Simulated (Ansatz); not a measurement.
Take MoS₂ in the 2H-MoS2 type structure (space group P6_3/mmc, No. 194; a = 3.109 Å, c = 11.709 Å; layered, stacked along the Cartesian z axis) as the base.

Modification: a free-standing slab of 3 layers (9 atoms, 3 a layer) is cut normal to the stacking axis, with 15 Å of vacuum and the in-plane cell relaxed.

Levels (all Ansatz, a quantum-chemistry and plane-wave program, PAW): PBEsol-D3(BJ) (420 eV, without spin-orbit coupling); r2SCAN (500 eV, no spin-orbit coupling).

The geometry is relaxed with PBEsol-D3(BJ).

- PBEsol-D3(BJ) lowest conduction level above the VBM at special points: K 1.14 eV; M 1.71 eV; Γ 2.13 eV
- PBEsol-D3(BJ) smallest direct gap: 1.82 eV
- PBEsol-D3(BJ) width of the top valence band: 1.71 eV

Q: Predict the lowest conduction level above the VBM at special points, smallest direct gap and width of the top valence band from r2SCAN.

A: The lowest conduction level above the VBM at special points becomes K 1.23 eV; M 1.83 eV; Γ 2.29 eV (PBEsol-D3(BJ): K 1.14 eV; M 1.71 eV; Γ 2.13 eV); the smallest direct gap increases by 0.12 eV, from 1.82 eV to 1.94 eV; the width of the top valence band increases by 0.03 eV, from 1.71 eV to 1.74 eV.

Single points use the geometry relaxed with PBEsol-D3(BJ). Whether these cells are dynamically stable was not tested. k-point labels follow each cell's own Brillouin zone.
